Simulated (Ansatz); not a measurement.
The boundary is one mirror-built cell; no search for the lowest one was made.

```
Quantity                                                                                                          Result
--------------------------  --------------------------------------------------------------------------------------------
Junction                    Σ3 (112) symmetric tilt boundary in bcc Nb, with one O atom a cell (13.4 Å²) in the boundary
Cell area                                                                                                       13.43 Å²
Transmission a spin                                                                                                1.193
Channels of the lower lead                                                                                         3.272
Channels of the upper lead                                                                                         3.282
```

The numbers are results of PBE (plane waves, PAW; Ansatz, a first-principles code), not measurements.

Task: Work out the resistance-area product that the junction adds between diffusive leads.

Result: AR = A (h/2e²)[1/T − 1/(2N₁) − 1/(2N₂)] = 13.43 × 10⁻²⁰ m² × 12906 Ω × 0.533 = 0.92 × 10⁻¹⁵ Ω m².
